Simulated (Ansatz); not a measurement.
Worked example: self-consistent single point of MgCd3 (P1, 4 atoms in the cell) in Ansatz (a program for electronic structure).

Level of theory: PBEsol, PAW files made with PBE (plane waves; Ansatz).

The change in words: atoms moved at random. Reference geometry:
```xyz
4
Lattice="3.1346 0.0000 0.0000 -1.5673 2.7146 0.0000 0.0000 0.0000 10.0384" Properties=species:S:1:pos:R:3 pbc="T T T"
Mg     0.0000     0.0000     5.0192
Cd     0.0000     0.0000     0.0000
Cd     1.5673     0.9049     7.5066
Cd     1.5673     0.9049     2.5318
```

Reference input (self-consistent single point, DFT, PBEsol, plane waves, PAW files made with PBE): kpoints.mp_grid.grid = 10 10 3; hamiltonian.xc = pbesol; hamiltonian.pseudopotentials = {kind: paw} (the program's default PAW files); scf.occupations.method = gaussian; scf.occupations.width = 0.05 eV. This run's input differs from it in these lines:

Ansatz 0.2 input:
```diff
@@ -7,6 +7,6 @@
   atoms:
-    - { symbol: Mg, position: [0.00000000, 0.00000000, 0.50000000] }
-    - { symbol: Cd, position: [0.00000000, 0.00000000, 0.00000000] }
-    - { symbol: Cd, position: [0.66666700, 0.33333300, 0.74779000] }
-    - { symbol: Cd, position: [0.66666700, 0.33333300, 0.25221000] }
+    - { symbol: Mg, position: [-0.02887000, 0.00644000, 0.49678000] }
+    - { symbol: Cd, position: [0.01853800, 0.01325700, -0.00136700] }
+    - { symbol: Cd, position: [0.67096000, 0.31763600, 0.75126900] }
+    - { symbol: Cd, position: [0.67270600, 0.32933200, 0.25331700] }
 kpoints:
```

The program printed (abridged):

```
SCF iter   1: F=—  HF=-26466.790074 eV  |F-HF|=—  |Δ(HF+E_count)|=         —  Δρ=5.10e-2  dr2=1.93e1  ethr=3.10e-3  ⟨swp⟩=6.7  Hψ=23657  notcnv=0  defer=2
all-band conjugate gradients solve this SCF's bands
preconditioner: auto → Kerker (q_TF=auto, 2.639 Å⁻¹)
SCF iter   2: F=—  HF=-26465.531670 eV  |F-HF|=—  |Δ(HF+E_count)|=    1.26e0  Δρ=2.68e-2  dr2=8.40e0  ethr=3.10e-3  ⟨swp⟩=3.2  Hψ=11071  notcnv=0  defer=306
   [... lines left out ...]
SCF iter   9: F=—  HF=-26464.535773 eV  |F-HF|=—  |Δ(HF+E_count)|=   1.63e-5  Δρ=2.53e-5  dr2=1.01e-6  ethr=5.53e-9  ⟨swp⟩=2.0  Hψ=11084  notcnv=0  defer=295
SCF iter  10: F=-26464.535773 eV  HF=-26464.535773 eV  |F-HF|=3.19e-8  |Δ(HF+E_count)|=   2.44e-7  Δρ=6.44e-6  dr2=5.66e-8  ethr=1.43e-10  ⟨swp⟩=9.6  Hψ=34229  notcnv=0
the last iteration of the SCF fills more bands at one k-point than at another …
SCF 1 converged in 10 iterations: F = -26464.535773 eV  dr2 = 5.66e-8
Free energy (F): -26464.535773 eV
Internal energy: -26464.535314 eV  (E = F + TS)
E sigma→0 (E₀):  -26464.535544 eV
Entropy (-TS):   -0.000459 eV (-0.115 meV/atom)
Fermi energy:    12.694633 eV
--- Forces (eV/Å), atoms counted from 1 ---
  atom   1  Mg     0.10440645    -0.03999298     0.17581787
  atom   2  Cd    -0.00680818    -0.02855508     0.13199814
  atom   3  Cd    -0.04607632     0.04219414    -0.20194920
  atom   4  Cd    -0.05152284     0.02635346    -0.10590492
--- Stress (GPa, compression-positive) ---
       -1.037660      -0.103511       0.051985
       -0.103511      -1.091825      -0.031818
        0.051985      -0.031818      -0.029640
  P = ⅓ Tr σ = -0.7197 GPa (-7.197 kbar)
  The stress holds the Pulay correction. Without it, at fixed plane waves, as pw.x and ABINIT print it: P = -0.7371 GPa
```

The run converged in 10 iterations. Against the reference run the free energy rises by 4.2 meV/atom, the pressure goes from -0.84 to -0.72 GPa and the largest force goes from 0.023 to 0.211 eV/Å.

The starting cell comes from a database of computed structures (which also holds hypothetical and non-ambient phases and stackings), without a prior relaxation at this level. For this run, on top of that: atoms moved at random. Ansatz's pressure includes its estimate of the finite-basis (Pulay) stress.
